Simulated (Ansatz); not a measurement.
Base system: ScAu in the CsCl type structure (space group Pm-3m, No. 221; a = 3.356 Å).

Levels (all Ansatz, a first-principles code, PAW): PBEsol (420 eV, no SOC); PBEsol+SOC (420 eV, noncollinear with spin-orbit coupling).

The geometry is relaxed with PBEsol.

| Item | Result |
|---|---|
| PBEsol pressure | 0.0 GPa |

### Question
What does PBEsol+SOC give at this geometry for the pressure?

### Answer
The pressure goes from zero to -0.8 GPa.

Single points use the geometry relaxed with PBEsol. The spin-orbit shifts are approximate. Stability against distortions was not tested. The runs without spin-orbit coupling are not spin-polarised.
